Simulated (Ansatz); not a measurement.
Sn₂Rh₃S₂ (space group R-3m, No. 166; a cell from a computed database, its experimental status unchecked)

```cif
data_Rh3S2Sn2
_chemical_formula_sum 'Sn2 Rh3 S2'
_space_group_name_H-M_alt 'P 1'
_space_group_IT_number 1
_cell_length_a 5.49022
_cell_length_b 5.49022
_cell_length_c 5.49022
_cell_angle_alpha 61.677
_cell_angle_beta 61.677
_cell_angle_gamma 61.677
loop_
_space_group_symop_operation_xyz
  'x, y, z'
loop_
_atom_site_label
_atom_site_type_symbol
_atom_site_fract_x
_atom_site_fract_y
_atom_site_fract_z
_atom_site_occupancy
Sn1 Sn 0.00000 0.00000 0.00000 1
Sn2 Sn 0.50000 0.50000 0.50000 1
Rh1 Rh 0.00000 0.00000 0.50000 1
Rh2 Rh 0.50000 0.00000 0.00000 1
Rh3 Rh 0.00000 0.50000 0.00000 1
S1 S 0.28856 0.28856 0.28856 1
S2 S 0.71144 0.71144 0.71144 1
```

Calculations: PBEsol (Ansatz, a quantum-chemistry and plane-wave program, PAW, no spin-orbit coupling). Settings: 10×10×10 k-points, 0.05 eV Fermi–Dirac smearing.

The volume per atom is 17.35 Å³, the density comes out as 8.35 g/cm³ and the band gap is zero. The total energy is -4669.927 eV/atom (σ→0; compares only within this code and set-up).

No phonon test of stability was made. The final runs are not spin-polarised. An odd electron count without spin: Sn2Rh3S2. Sn2Rh3S2 has a high density of states at the Fermi level and may be magnetic at this level.
